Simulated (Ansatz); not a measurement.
The starting structures come from a database of crystals and need not be the phases stable at ambient conditions.

By PBEsol, the system below comes out a metal.

Crystal: LaB2Rh3 (P6/mmm, not sure to be the ambient phase, 6 atoms a cell, 13.7 Å³ an atom, -5 GPa at this level); planes in its conventional cell.

Method: PBEsol (plane waves, PAW; Ansatz, a first-principles code).

Ballistic conductance counts the channels of both spins, as a mean over 0.1 eV about the Fermi level; spin-orbit coupling is left out.

```tsv
plane	area (Å²)	G/A (10¹⁵ S/m²)
(001)	26.0	1.1
(100)	17.3	…
```

Problem. Some entries are withheld; supply them.

Solution. 
- (100), G/A (10¹⁵ S/m²): 0.41
